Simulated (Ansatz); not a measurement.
Consider BeTe in the zinc blende structure (space group F-43m, No. 216; a = 5.554 Å).

Level of theory: LDA in Ansatz (plane waves to 420 eV, PAW, without spin-orbit coupling).

Before the change:

The gap character is indirect, Γ → X, the band gap comes out as 1.79 eV and the pressure is 0.01 GPa. The hole mass comes out as 0.20, 0.32, 0.32 mₑ (at Γ).

One thing is altered: the cell is scaled by 0.9900 in all directions; the atoms relax in the strained cell.

Question: Estimate the effect on the gap character, band gap, pressure and hole mass.

Answer: The gap character is still indirect, Γ → X; the band gap decreases by 0.075 eV to 1.71 eV; the pressure increases by 2.04 GPa to 2.05 GPa; the hole mass (degenerate bands, along [100]) becomes 0.21, 0.31, 0.31 mₑ (at Γ) (base: 0.20, 0.32, 0.32 mₑ (at Γ)).

Spin-orbit coupling, missing from the scalar runs, can matter with Te. Masses are band curvatures over ±0.01 Å⁻¹ around the edge. No phonon test of stability was made.

Ansatz is a quantum-chemistry and plane-wave program.
